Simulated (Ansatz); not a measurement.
Consider S-vacancy pair (S on one host N site, one N site vacant) in zinc-blende BN, neutral cell. The step: the S atom itself jumps into the vacancy (S-vacancy distance between ideal sites 2.56 Å throughout); the atom moves 2.22 Å along (0.00, 0.43, -0.43) of the unit cell; the moving atom starts with neighbours 2 B at 1.80, B at 1.85, B at 1.94 Å and ends with 2 B at 1.80, B at 1.85, B at 1.94 Å. A PBE band in Ansatz (plane-wave PAW, a 2×2×2 k-point mesh shifted by half a step, 64 host sites, 140 SCF runs with any check of the saddle's order, static, no finite-size correction) gives a forward barrier of 4.55 eV. The program found a first-order saddle point. The charge state is imposed; whether it is stable for some Fermi level was not computed. Forms of the defect that were not tried may lie lower.

Single points at the band's start and saddle point can refine it. Rough cost of one point, in units of the band's mean SCF on the same machine:

| Level | Cost of one point |
|---|---|
| PBE, a 3×3×3 k-point mesh shifted by half a step | about 4 |
| r2SCAN at 500 eV, a 2×2×2 k-point mesh shifted by half a step | about 3 |

**Question.** Which of these move the barrier by more than 0.1 eV, and how far does each move it?

**Answer.** PBE, a 3×3×3 k-point mesh shifted by half a step: -0.01 eV; r2SCAN at 500 eV, a 2×2×2 k-point mesh shifted by half a step: +0.34 eV. Each functional is compared with PBE at the same k-points.

Ansatz is a program for electronic structure.
